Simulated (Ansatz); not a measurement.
The reference is WS₂ in the 2H-MoS2 type structure (space group P6_3/mmc, No. 194; a = 3.115 Å, c = 11.773 Å; layered, stacked along the Cartesian z axis).

Levels (all Ansatz, a program for electronic structure, PAW): PBEsol-D3(BJ) (420 eV, no SOC); r2SCAN (500 eV, no spin-orbit coupling); HSE06 (420 eV, without spin-orbit coupling).

At the geometry relaxed with PBEsol-D3(BJ), these levels gave the following band gaps, in shuffled order: (a) 1.19 eV, (b) 0.81 eV, (c) 0.65 eV.

Question: Match each gap to its level.

Answer: (a) HSE06; (b) r2SCAN; (c) PBEsol-D3(BJ).

Single points use the geometry relaxed with PBEsol-D3(BJ). The hybrid gap comes from the SCF mesh plus the semilocal run's edge points and a few special points and is an upper bound. Spin-orbit coupling, missing from the scalar runs, can matter with W. Whether these cells are dynamically stable was not tested.
